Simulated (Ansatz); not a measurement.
Formation energy of the bound charge states of Ti_Al in wurtzite AlN (start: the Al site; 96-site cell, 2×2×2 shifted sampling) against the Fermi level, Al-rich (Δμ(Al) = 0.00 eV, Δμ(Ti) = -1.58 eV, bounded by TiAl3 (I4/mmm); only phases computed here count, gases as isolated molecules at 0 K). Computed with PBE, PAW (plane waves to 420 eV; Ansatz, an electronic-structure program).

Set-up: 96-site cell; 2×2×2 shifted k-points; host gap 4.03 eV; charged states image-corrected; no Hubbard U; energies good to tenths of an eV; flagged in the runs: a doubtful potential alignment, a host whose relaxation on this sampling wasn't shown to rest.

Left out: charge +2 (carrier in host band states); charge −1 (level within 0.1 eV of a band edge or past it).

| E_F − E_VBM (eV) | q = +1 | q = 0 |
|---|---|---|
| 0.00 | 0.07 | 3.14 |
| 0.50 | 0.58 | 3.14 |
| 1.01 | 1.08 | 3.14 |
| 1.51 | 1.58 | 3.14 |
| 2.02 | 2.09 | 3.14 |
| 2.52 | 2.59 | 3.14 |
| 3.03 | 3.10 | 3.14 |
| 3.53 | 3.60 | 3.14 |
| 4.03 | 4.11 | 3.14 |

Crossings of the lowest lines: (+1/0) at 3.07 eV.
